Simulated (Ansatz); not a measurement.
Consider ZrS2 in the CdI2 type structure (space group P-3m1, No. 164; layered, stacked along the Cartesian z axis).

Space group P-3m1 (No. 164); a = 3.674 Å, b = 3.674 Å, c = 5.861 Å, α = 90.00°, β = 90.00°, γ = 120.00°

```
atom  site  symmetry       x       y       z
----  ----  --------  ------  ------  ------
Zr      1a      -3m.  0.0000  0.0000  0.0000
S       2d       3m.  0.3333  0.6667  0.2462
```

Computed with r2SCAN+rVV10 (Ansatz, an electronic-structure program), scalar-relativistic without spin-orbit coupling.

Base values:

The gap between the host's bands is 1.17 eV and the gap character is indirect, K–Γ (87 % along) → L.

Modification: 0.206 electrons added to each cell, a density of 3.0×10^21 cm⁻³, with a uniform compensating background at fixed cell and a 300 K Fermi–Dirac width.

### Question
Predict the new gap between the host's bands.

### Answer
The gap between the host's bands rises by 0.02 eV (1.17 eV → 1.19 eV).

### Question
Estimate the effect on the largest internal atomic displacement.

### Answer
The largest internal atomic displacement is 0.012 Å.

### Question
What happens to the gap character?

### Answer
The gap character is still indirect, K–Γ (87 % along) → L.

### Question
What happens to the Fermi level from band edge?

### Answer
The Fermi level relative to the doped band's edge (positive inside the band; to 0.05 eV) comes out as +0.25 eV.

Charged cell with a jellium background: band edges are those of the host's band count, energies are not comparable with the neutral cell, and many-body gap narrowing is missing. Stability against distortions was not tested.
